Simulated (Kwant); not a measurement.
Device: zigzag graphene ribbon with Haldane second-neighbour hopping. 24 zigzag chains, bond 0.142 nm, hopping 2.7 eV, scattering region 13 nm long; sites with one neighbour are removed; energy swept from -0.64 to 0.64 eV from the neutrality point. Staggered potential ±Δ on the two sublattices, Δ = 0.1 eV. Second-neighbour term iλ/(3√3) ν with λ = 0.27 eV, a model term that the material doesn't have.

The device is made up for the run: typed textbook-type constants, with dimensions and the other settings drawn at random.

Model: nearest-neighbour tight-binding model of a honeycomb sheet with an imaginary second-neighbour term, one spin, coherent transport at 0 K (Kwant). Conductance is in e²/h.

Task: Is the sheet in its topological phase, how wide is its bulk gap, and what conductance is due inside it?

Result: At the two valleys the masses are λ ± Δ = 0.370 and 0.170 eV; the bulk gap is 2|λ − Δ| = 0.340 eV. λ > Δ, so the phase is topological, with edge channels that give G = 1. Simulated at 0.0640 eV: 1.00 e²/h.
